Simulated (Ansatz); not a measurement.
Results of r²SCAN+rVV10 in Ansatz (PAW) for AlB2-type TiB2.

Settings: plane-wave cutoff 560 eV, 24×24×18 k mesh (along the axes of the cell as run), Fermi–Dirac smearing 0.05 eV, no spin polarisation, scalar-relativistic PAW data made under PBE.

Energies at three volumes about the minimum:

| V (Å³/atom) | E − E_lowest (meV/atom) |
|---|---|
| 8.311 | 2.85 |
| 8.480 | 0.00 |
| 8.650 | 2.67 |

Question: Fit a parabola by hand: where is the minimum, and what is the bulk modulus?

Answer: Slopes: (0.00 − 2.85)/(8.480 − 8.311) = -16.864 and (2.67 − 0.00)/(8.650 − 8.480) = 15.706 meV/Å³. Curvature E″ = 2 × (15.706 − (-16.864))/(8.650 − 8.311) = 192.153 meV/Å⁶. From the middle of the first interval, the slope vanishes at V0 = 8.3955 − (-16.864)/192.153 = 8.483 Å³/atom. B = V0 E″ = 8.483 × 192.153 meV/Å³ × 0.1602 GPa per meV/Å³ = 261 GPa. The full Birch–Murnaghan fit to all volumes gives V0 = 8.480 Å³/atom and B0 = 260 GPa.

Shape and atoms are relaxed at each volume.

Measured, for comparison: bulk modulus 240 GPa (room temperature, no zero-point or thermal correction, our sources range from 233 to 250; as tabulated in Synthesis of Binary Transition Metal Nitrides, Carbides and Borides from the …). Computed (rounded) less measured: bulk modulus +8 % (+4 % to +12 % over the range). A static lattice is as a rule a little smaller and stiffer than an uncorrected measurement, which narrows the difference in the bulk modulus and would widen misses of the other sign.

Note: the bulk modulus comes from volumes at which shape and atoms were relaxed.

Ansatz is an electronic-structure program.
